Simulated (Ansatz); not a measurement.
System: WAg (model structure, Cmcm, No. 63, 4 atoms in the cell). Method: r²SCAN (PAW; Ansatz, an electronic-structure program).

The input as run:

Ansatz 0.2 input:
```yaml
crystal:
  lattice:
    - [1.3584685586, -5.5551025667, 0.0]
    - [1.3584685586, 5.5551025667, 0.0]
    - [0.0, 0.0, 4.5168041957]
  atoms:
    - { symbol: Ag, position: [0.6859925219, 0.3140074781, 0.25] }
    - { symbol: W, position: [0.9419450203, 0.0580549797, 0.25] }
    - { symbol: Ag, position: [0.3140074781, 0.6859925219, 0.75] }
    - { symbol: W, position: [0.0580549797, 0.9419450203, 0.75] }
basis:
  ecutwfc: 560
  ecutrho_ratio: 4
  xc_grid: 3
kpoints:
  mp_grid: { grid: [18, 18, 14] }
hamiltonian:
  xc: r2scan
  dispersion: none
  pseudopotentials: { kind: paw }
scf:
  occupations: { method: fermi_dirac, width: 0.05 }
output:
  forces: true
  stress: true
  eigenvalues: true
relax:
  f_tol: 0.004
  escape_saddle: false
  max_steps: 80
  cell: { stress_tol: 0.02, fix: [volume] }
```

Output (set-up and result lines):

```
Relaxation: its limit of steps is 80 (relax.max_steps)
Crystal: 4 atoms, lattice volume = 68.172 Å³
Basis set: ecut = 560 eV, 2045 PW (Γ), FFT grids on a1+a2, a2, a3, exchange–correlation on 72×135×108 points (27 copies of the dense FFT grid, shifted against one another)
Bands: 40, of which v1, the nominal top of the filled ones, is band 33 counted from 1 (32 counted from 0)
Symmetry: 8 space group operations
Space group: Cmcm (ITA 63), of the structure as read, at distance tolerance 4.1e-5 Å
k-points: 728 of 4536
Functional: x = r2scan, c = r2scan; τ floored in thin density (d = 2e-4 eV/Å³)
SCF iter   1: F=—  HF=-35999.284821 eV  |F-HF|=—  |Δ(HF+E_count)|=         —  Δρ=1.02e-2  dr2=5.31e-2  dr2_τ=7.48e-2
SCF iter   2: F=—  HF=-35999.331069 eV  |F-HF|=—  |Δ(HF+E_count)|=   4.62e-2  Δρ=6.17e-3  dr2=1.43e-2  dr2_τ=1.54e-3
  ...
SCF 1 converged in 7 iterations: F = -35999.335809 eV  dr2 = 4.31e-8
Crystal: 4 atoms, lattice volume = 68.172 Å³
Basis set: ecut = 560 eV, 2037 PW (Γ), FFT grids on a1+a2, a2, a3, exchange–correlation on 72×135×108 points (27 copies of the dense FFT grid, shifted against one another)
Initial density: handed on by an earlier stage of this run
SCF 2 converged in 6 iterations: F = -35999.335256 eV  dr2 = 1.44e-7
Crystal: 4 atoms, lattice volume = 68.172 Å³
SCF 3 converged in 10 iterations: F = -35999.336631 eV  dr2 = 3.54e-12
Crystal: 4 atoms, lattice volume = 68.172 Å³
SCF 4 converged in 5 iterations: F = -35999.336668 eV  dr2 = 1.48e-8
Crystal: 4 atoms, lattice volume = 68.172 Å³
SCF iter   5: F=—  HF=-35999.336672 eV  |F-HF|=—  |Δ(HF+E_count)|=  2.11e-10  Δρ=1.38e-7  dr2=7.81e-12  dr2_τ=4.13e-12
SCF iter   6: F=-35999.336672 eV  HF=-35999.336672 eV  |F-HF|=7.28e-12  |Δ(HF+E_count)|=  7.28e-12  Δρ=3.72e-8  dr2=8.65e-13  dr2_τ=1.59e-13
SCF 5 converged in 6 iterations: F = -35999.336672 eV  dr2 = 8.65e-13
SCF converged after 6 iterations
Free energy (F): -35999.336672 eV
Internal energy: -35999.316929 eV  (E = F + TS)
E sigma→0 (E₀):  -35999.326801 eV
Fermi energy:    19.050197 eV
--- Forces (eV/Å), atoms counted from 1 ---
  atom   1  Ag     0.00000000     0.00276034     0.00000000
  atom   2  W      0.00000000    -0.00176373     0.00000000
  atom   3  Ag     0.00000000    -0.00276034     0.00000000
  atom   4  W      0.00000000     0.00176373     0.00000000
--- Stress (GPa, compression-positive) ---
       -3.469223       0.000000       0.000000
        0.000000      -3.484204       0.000000
        0.000000       0.000000      -3.467975
  P = ⅓ Tr σ = -3.4738 GPa (-34.738 kbar)
```

The cell is one volume of an energy–volume scan, off the minimum.

The PAW data were made under PBE.

Note: the run has no spin polarisation, so it can have missed a magnetic state. Note: the relaxation could raise the start's symmetry but not lower it, so the cell can be a saddle point.

Computing time: around 11 core-minutes (rough).

A model structure was made by putting elements into a prototype or built by hand; it is no filed structure, need not be a known phase, and can be a saddle point held by its symmetry.
